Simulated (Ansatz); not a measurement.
The structure below was relaxed with PBEsol in Ansatz (plane waves to 420 eV, PAW, without spin-orbit coupling).

```yaml
crystal:
  lattice:
    - [3.17195, 0.00000, 0.00000]
    - [-1.58598, 2.74699, 0.00000]
    - [0.00000, 0.00000, 3.58254]
  atoms:
    - { symbol: W, position: [0.00000, 0.00000, 0.00000] }
    - { symbol: Ge, position: [0.66667, 0.33333, 0.50000] }
```

Problem. Find the space group and the Wyckoff positions.

Solution. Space group P-6m2 (No. 187); a = b = 3.172 Å, c = 3.583 Å, α = β = 90.00°, γ = 120.00°

```
atom  site  symmetry       x       y       z
----  ----  --------  ------  ------  ------
W       1a      -6m2  0.0000  0.0000  0.0000
Ge      1f      -6m2  0.6667  0.3333  0.5000
```

Problem. Describe the coordination.

Solution. The crystal has 2 atoms in its conventional cell. Lattice parameters: a = b = 3.172 Å, c = 3.583 Å, α = β = 90.00°, γ = 120.00°. W is surrounded by 6 Ge at 2.562 Å and 6 W at 3.172 Å. Ge is surrounded by 6 W at 2.562 Å (trigonal prismatic). (Neighbours: up to the widest gap in distance over summed covalent radii, below 1.35, at either atom; cation-cation and far metal-metal contacts left out.)

No phonon test of stability was made. The final runs are not spin-polarised. The cell was made from WC by this change: C → Ge; the result is a hypothetical phase, not in the database extracts checked.

Ansatz is a program for electronic structure.
